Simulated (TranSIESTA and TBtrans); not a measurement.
Pb chain with a H atom beside one bond

Junction: Pb chain with a H atom beside one bond. Leads: straight Pb chain, spacing 2.85 Å. Geometry: 3 atoms about the centre moved by SIESTA (PBE, DZP) to a largest force of 0.03 eV/Å, all others as built.

Computed with TranSIESTA and TBtrans, PBE, DZP numerical orbitals (energy shift 0.15 eV), PseudoDojo norm-conserving scalar-relativistic potentials, mesh cutoff 200 Ry, 300 K, no spin polarisation, no spin-orbit coupling; self-consistent non-equilibrium Green functions.

* **Conductance at 300 K (G0 = 2e²/h)**: 2.43
* **Mean T from −0.5 to 0.5 eV**: 2.37

Energies count from the leads' Fermi level. Transmissions are for one spin of a degenerate pair. The energy step is 0.01 eV; narrower resonances are cut or missed.

```
E (eV)     T  lead channels
------  ----  -------------
-2.00   0.37              1
-1.90   0.54              1
-1.80   0.69              1
-1.70   0.80              1
-1.60   0.88              1
-1.50   0.92              1
-1.40   0.96              1
-1.30   0.98              1
-1.20   0.99              1
-1.10   0.99              1
-1.00   1.00              1
-0.90   1.00              1
-0.80   1.00              1
-0.70   1.69              3
-0.60   1.95              3
-0.50   2.07              3
-0.40   2.17              3
-0.30   2.28              3
-0.20   2.35              3
-0.10   2.41              3
0.00    2.43              3
0.10    2.44              3
0.20    2.44              3
0.30    2.44              3
0.40    2.44              3
0.50    2.44              3
0.60    2.45              3
0.70    2.46              3
0.80    2.48              3
0.90    2.50              3
1.00    2.53              3
1.10    2.57              3
1.20    2.61              3
1.30    2.65              3
1.40    2.69              3
1.50    2.73              3
1.60    2.76              3
1.70    2.79              3
1.80    2.81              3
1.90    2.83              3
2.00    2.85              3
```

The straight chain is held at its spacing; free chains may zigzag or dimerise. No spin-polarised start was tried, so a magnetic state, if there is one, is missed. Spin-orbit coupling, left out here, matters for the heavy atoms.
